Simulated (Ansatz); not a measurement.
Base system: K2S in the anti-fluorite structure (space group Fm-3m, No. 225; a = 7.3360 Å). Axes: x, y, z lie along the cube axes.

Level of theory: PBEsol (Ansatz, a first-principles code), without spin-orbit coupling.

Before the change:

| Property | Result |
|---|---|
| Smallest direct gap | 2.58 eV |

The change: biaxial strain +1.00 %, plane normal [001], relaxed out of plane (Cartesian); in-plane vectors clamped, the third vector and the atoms free.

What happens to the out-of-plane strain and smallest direct gap?

The out-of-plane strain amounts to -0.63 %; the smallest direct gap decreases by 0.06 eV (2.58 eV → 2.52 eV).

Gaps are read on the SCF mesh and a high-symmetry path. Stability against distortions was not tested.
